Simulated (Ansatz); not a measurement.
Input:

```
Fe8TeS15
1.0
    4.36748    -5.33315     0.00000
    4.36748     5.33315     0.00000
   -4.36748     0.00000     6.68882
Fe Te S
8 1 15
Cartesian
  2.12673   2.53469   1.66658
  2.19657   2.66373   5.01271
  2.18427  -2.65017   1.66658
  2.19653  -2.66943   5.00933
  0.07948   0.01234  -0.09923
  0.07946   0.01238   3.43240
  4.34651  -0.00439  -0.00139
  4.34653  -0.00446   3.33457
  3.06625   4.65398   1.66657
 -1.25110  -0.67671   5.01945
  3.09261  -0.69088   1.66655
  3.11636  -0.67674   5.00260
  5.26009  -2.02239  -0.00548
  0.89266   3.31077   3.33869
  5.29956   3.34639  -0.02462
  0.93205  -1.98673   3.35776
  3.43563   1.96382  -0.01590
  3.43562   1.96382   3.34898
  3.48185  -3.34412  -0.02613
  3.48181  -3.34406   3.35928
  1.28475   0.60697   1.66657
  1.31997   0.67244   5.06210
  5.52710   0.76451   1.66657
  1.31996  -4.66075   4.95991
```

Spin-polarised, with starting moments of sign Fe+ Fe0 Fe0 Fe0 Fe+ Fe+ Fe0 Fe0 Te+ S0 S0 S0 S0 S0 S0 S0 S0 S0 S0 S0 S0 S0 S+ S0.

All numbers come from PBEsol (Ansatz, a first-principles code, PAW, no spin-orbit coupling). Γ-centred 4×4×4 mesh, Fermi–Dirac width 0.01 eV.

Task: Predict the gap of the supercell, pressure and total moment of the cell.

Result: 
```json
{
  "gap_of_the_supercell": "0.77 eV",
  "pressure": "6.5 GPa",
  "total_moment_of_the_cell": "0.0 μB"
}
```

Other magnetic orders, which the real material may have, were not ruled out. In so small a cell the defect repeats every few ångströms: this is an ordered compound, not a dilute defect. Spin-orbit coupling, missing from the scalar runs, can matter with Te. Seeded moments were not kept for Te on a S site. The cell was made from FeS2 (space group Pnnm, No. 58; non-magnetic) by this change: Te on a S site. The defect cell is spin-polarised and ends with 0.0 μB.
